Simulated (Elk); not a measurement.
A self-consistent single point of YIr2 (Fd-3m, 6 atoms in the cell) with Elk.

Level of theory: Elk 10.2.4 with LDA (PW92), all-electron FP-LAPW, Elk's shipped species files, LAPW+lo basis.

```yaml
crystal:
  lattice:
    - [0.00000, 3.74717, 3.74717]
    - [3.74717, 0.00000, 3.74717]
    - [3.74717, 3.74717, 0.00000]
  atoms:
    - { symbol: Y, position: [0.50000, 0.50000, 0.50000] }
    - { symbol: Y, position: [0.75000, 0.75000, 0.75000] }
    - { symbol: Ir, position: [0.62500, 0.12500, 0.12500] }
    - { symbol: Ir, position: [0.12500, 0.12500, 0.62500] }
    - { symbol: Ir, position: [0.12500, 0.62500, 0.12500] }
    - { symbol: Ir, position: [0.12500, 0.12500, 0.12500] }
```

Reference input (self-consistent single point, DFT, PBEsol, all-electron FP-LAPW, Elk's shipped species files, LAPW+lo basis): xctype = 22; rgkmax = 8; stype = 3; swidth = 0.00499791 Ha; ngridk = 6 6 6; gmaxvr = 14 1/bohr; nxoapwlo = 1; rmtscf = 0.84. This run's input differs from it in these lines:

```diff
@@ -4,3 +4,3 @@
 xctype
-  22
+  3
```

Log, with long lists cut:

```
│ Self-consistent loop started │
│ Loop number : 1 │
 total energy                :     -78188.4008068
│ Loop number : 2 │
 total energy                :     -78188.2781584
RMS change in Kohn-Sham potential (target) :   0.6863875303E-01 (  0.1000000000E-05)
Absolute change in total energy (target)   :   0.1226484577     (  0.1000000000E-03)
│ Loop number : 3 │
 total energy                :     -78188.4267477
RMS change in Kohn-Sham potential (target) :   0.6821586576E-01 (  0.1000000000E-05)
Absolute change in total energy (target)   :   0.1179272600     (  0.1000000000E-03)
│ Loop number : 4 │
   [... lines left out ...]
Absolute change in total energy (target)   :   0.3970595135E-03 (  0.1000000000E-03)
│ Loop number : 17 │
 total energy                :     -78156.3269180
RMS change in Kohn-Sham potential (target) :   0.4998229613E-07 (  0.1000000000E-05)
Absolute change in total energy (target)   :   0.1303569879E-03 (  0.1000000000E-03)
│ Loop number : 18 │
 total energy                :     -78156.3269299
RMS change in Kohn-Sham potential (target) :   0.9247116005E-08 (  0.1000000000E-05)
Absolute change in total energy (target)   :   0.2071785275E-04 (  0.1000000000E-03)
Convergence targets achieved

│ Loop number : 19 │

Energies :
 Fermi                       :     0.476248764647
 total energy                :     -78156.3269310

Density of states at Fermi energy :    113.3955398
 (states/Hartree/unit cell)

Estimated indirect band gap :   0.5300047948E-03
 from k-point      9 to k-point      5
Estimated direct band gap   :   0.8077382865E-02
 at k-point     10

Charges :
 core                        :    248.0000000
 valence                     :    138.0000000
 interstitial                :    14.12173959
 muffin-tins (core leakage)
  species :    1 (Y)
   atom    1                 :    36.01206705     (  0.1411678082E-03)
   atom    2                 :    36.01206705     (  0.1411678082E-03)
  species :    2 (Ir)
   atom    1                 :    74.96353158     (  0.2330431625E-02)
   atom    2                 :    74.96353158     (  0.2330431625E-02)
   atom    3                 :    74.96353158     (  0.2330431625E-02)
   atom    4                 :    74.96353158     (  0.2330431625E-02)
 total in muffin-tins        :    371.8782604
 total calculated charge     :    385.9830281
 total charge                :    386.0000000
 error                       :   0.1697190600E-01

│ Self-consistent loop stopped │
```

The run converged in 19 iterations. The count includes the last loop, which Elk runs after its targets are met. 

The starting cell comes from a database of computed structures (which also holds hypothetical and non-ambient phases and stackings), without a prior relaxation at this level. Its lattice was rescaled by a random factor within 2.5 % of one. Spin-orbit coupling is off. Spin polarisation is off. Values depend on the basis (sphere radii, cutoffs, local orbitals), which need not be converged. The log's line on a gap gives a spacing of levels on this mesh, which the program prints for metals too.

Cost on one core of a shared machine: roughly 3 min.
